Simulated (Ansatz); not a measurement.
Defect: Ti-vacancy pair (Ti on one host Zr site, one O site vacant) in monoclinic ZrO2, charge state +2. The step: one O atom jumps into the vacancy from a nearby O site (Ti-vacancy distance between ideal sites 2.06 → 2.17 Å); the atom moves 2.44 Å along (0.00, -0.11, 0.44) of the unit cell; the moving atom starts with neighbours O at 2.45, O at 2.50; Ti at 2.02; Zr at 2.09, Zr at 2.12 Å and ends with Ti at 1.89; Zr at 2.14, Zr at 2.23 Å. A PBE band in Ansatz (plane-wave PAW, the Γ point alone, 96 host sites, 73 SCF runs with any check of the saddle's order, static, no finite-size correction) gives a forward barrier of 0.86 eV. The program found a first-order saddle point. The charge state is imposed; whether it is stable for some Fermi level was not computed. Forms of the defect that were not tried may lie lower.

Single points at the band's start and saddle point can refine it. Rough cost of one point, in units of the band's mean SCF on the same machine:

| Level | Cost of one point |
|---|---|
| PBE, a 2×2×2 k-point mesh shifted by half a step | about 6 |
| r2SCAN at 500 eV, the Γ point alone | about 2 |

Task: Which of these move the barrier by more than 0.1 eV, and how far does each move it?

Result: Not one does. PBE, a 2×2×2 k-point mesh shifted by half a step: -0.01 eV; r2SCAN at 500 eV, the Γ point alone: +0.07 eV. Each functional is compared with PBE at the same k-points.

Ansatz is an electronic-structure program.
